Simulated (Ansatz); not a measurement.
## CdTe: pressure series

Consider CdTe in the zinc blende structure (space group F-43m, No. 216).

```xyz
2
Lattice="0.0000 3.3093 3.3093 3.3093 0.0000 3.3093 3.3093 3.3093 0.0000" Properties=species:S:1:pos:R:3 pbc="T T T"
Te     4.9639     4.9639     4.9639
Cd     0.0000     0.0000     0.0000
```

Cell and atoms are relaxed at each pressure.

Level of theory: PBE (Ansatz, an electronic-structure program; PAW; 420 eV plane waves; spin-orbit coupling left out), earlier PAW set.

| case | band gap | electron mass | lattice parameter a |
|---|---|---|---|
| base | 0.58 eV | 0.053 mₑ (at Γ) | 6.619 Å |
| pressure −2 GPa | 0.39 eV | 0.039 mₑ (at Γ) | 6.768 Å |
| pressure −1 GPa | 0.49 eV | 0.046 mₑ (at Γ) | 6.688 Å |
| pressure 0.9 GPa | 0.65 eV | 0.057 mₑ (at Γ) | 6.566 Å |
| pressure 2.1 GPa | 0.74 eV | 0.062 mₑ (at Γ) | 6.504 Å |
| pressure 4.5 GPa | 0.89 eV | 0.071 mₑ (at Γ) | 6.401 Å |
| pressure 9 GPa | 1.10 eV | 0.082 mₑ (at Γ) | 6.253 Å |
| pressure 15 GPa | 1.32 eV | 0.092 mₑ (at Γ) | 6.109 Å |
| pressure 22.5 GPa | 1.52 eV | 0.10 mₑ (at Γ) | 5.974 Å |
| pressure 30 GPa | 1.68 eV | 0.11 mₑ (at Γ) | 5.868 Å |

With Te present, leaving out spin-orbit coupling can change the band edges. Load acts through the strain it causes; cell and atoms are relaxed under it. Effective masses come from finite differences of ±0.01 Å⁻¹. Stability against distortions was not tested. Measured, CdTe leaves this structure (for cinnabar) near 3.53 GPa (temperature not stated; as listed in Datta, Sujoy, Jana, Debnarayan, arXiv (2020)), on rising pressure, with hysteresis.
